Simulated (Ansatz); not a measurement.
**ScAl3C3 (space group P6_3/mmc, No. 194)**

```cif
data_C6Al6Sc2
_chemical_formula_sum 'Sc2 Al6 C6'
_space_group_name_H-M_alt 'P63/mmc'
_space_group_IT_number 194
_space_group_name_Hall '-P 6c 2c'
_cell_length_a 3.34285
_cell_length_b 3.34285
_cell_length_c 16.63556
_cell_angle_alpha 90.000
_cell_angle_beta 90.000
_cell_angle_gamma 120.000
loop_
_atom_site_label
_atom_site_type_symbol
_atom_site_symmetry_multiplicity
_atom_site_Wyckoff_symbol
_atom_site_fract_x
_atom_site_fract_y
_atom_site_fract_z
_atom_site_occupancy
Sc1 Sc 2 a 0.00000 0.00000 0.00000 1
Al1 Al 4 f 0.33333 0.66667 0.12867 1
Al2 Al 2 d 0.66667 0.33333 0.25000 1
C1 C 2 c 0.33333 0.66667 0.25000 1
C2 C 4 f 0.66667 0.33333 0.08586 1
```

Calculations: PBEsol (Ansatz, a program for electronic structure), spin-orbit coupling left out. k-mesh 9×9×2 (Γ-centred); smearing 0.05 eV (Fermi–Dirac).

```yaml
volume_per_atom: 11.50 Å³
density: 3.34 g/cm³
band_gap: zero
total_energy: -632.527 eV/atom (σ→0; compares only within this code and set-up)
```

No phonon test of stability was made. The base started in P6_3mc and relaxed to P6_3/mmc at this level. The final runs are not spin-polarised. The zero or small gap of ScAl3C3 can change with the level of theory.
